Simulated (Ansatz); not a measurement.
**Phonon-limited transport in CoGe (P2_13)**

Given:

```
CELL_PARAMETERS angstrom
      4.56698     0.00000     0.00000
      0.00000     4.56698     0.00000
      0.00000     0.00000     4.56698
ATOMIC_POSITIONS crystal
  Co 0.13841 0.13841 0.13841
  Co 0.36159 0.86159 0.63841
  Co 0.63841 0.36159 0.86159
  Co 0.86159 0.63841 0.36159
  Ge 0.84005 0.84005 0.84005
  Ge 0.65995 0.15995 0.34005
  Ge 0.34005 0.65995 0.15995
  Ge 0.15995 0.34005 0.65995
```

These are PBEsol, DFPT electron-phonon coupling, linearised Boltzmann equation (plane waves, PAW, scalar-relativistic; Ansatz, a quantum-chemistry and plane-wave program) values and carry that method's errors. Geometry: relaxed with this functional, without spin-orbit coupling.

| Item | Result |
|---|---|
| resistivity at 300 K | 63 μΩ·cm |
| Drude plasma energy | 0.99 eV |
| Hall coefficient at 300 K | -1060 ×10⁻¹¹ m³/C |

A metal at this level (no band gap). Only scattering by harmonic phonons is included (no impurities, grain boundaries, electron-electron scattering or thermal expansion). Spin-orbit coupling is left out. Few carriers conduct, so the values hang on small band overlaps. Halving the electron mesh (20x20x20) moves the resistivity by up to 3 % at 300 K. Smearing 0.20 eV; phonons on a 3x3x3 q mesh, which this run doesn't test.

Computed structure with no diffraction record at hand here (it may be known, metastable or hypothetical): CoGe (P2_13). Treated as nonmagnetic (a ferromagnetic start lost its moment, other orders weren't tried): CoGe (P2_13).
